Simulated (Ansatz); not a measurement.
Sc₂B₂P (model structure, started from the Ti2InB2 type, P-6m2, No. 187, 5 atoms in the cell), treated with LDA (PAW; Ansatz, a first-principles code).

Numerical settings: plane-wave cutoff 520 eV, 24×24×8 k mesh (along the axes of the cell as run), Fermi–Dirac smearing 0.05 eV, scalar-relativistic PAW data made under PBE.

Cell (relaxed at this level):

Sc$_{2}$B$_{2}$P is modelled in the hexagonal space group P-6m2 (No. 187), Pearson symbol hP5. Conventional cell: a = 3.1589 Å, b = 3.1589 Å, c = 7.1637 Å, α = 90.00°, β = 90.00°, γ = 120.00°. Sc on 2h sees 6 B at 2.485 Å and 3 P at 2.630 Å and 6 Sc at 3.159 Å and 1 Sc at 3.375 Å. P on 1a is surrounded by 6 Sc at 2.630 Å (trigonal prismatic). B1 on 1b is surrounded by 3 B at 1.824 Å and 6 Sc at 2.485 Å. B2 on 1f sees 3 B at 1.824 Å and 6 Sc at 2.485 Å. (Neighbours: up to the widest gap in distance over summed covalent radii, below 1.35, at either atom; cation-cation and far metal-metal contacts left out.)

Problem. Predict the bulk modulus.

Solution. 
* **bulk modulus**: 158 GPa

The run finds no gap.

Note: the bulk modulus is −V dP/dV from two relaxed cells at ±2 % in volume; the relaxation could raise the start's symmetry but not lower it, so the cell can be a saddle point.

Cost on a shared machine: around 4 core-minutes (rough).

A model structure was made by putting elements into a prototype or built by hand; it is no filed structure, need not be a known phase, and can be a saddle point held by its symmetry.
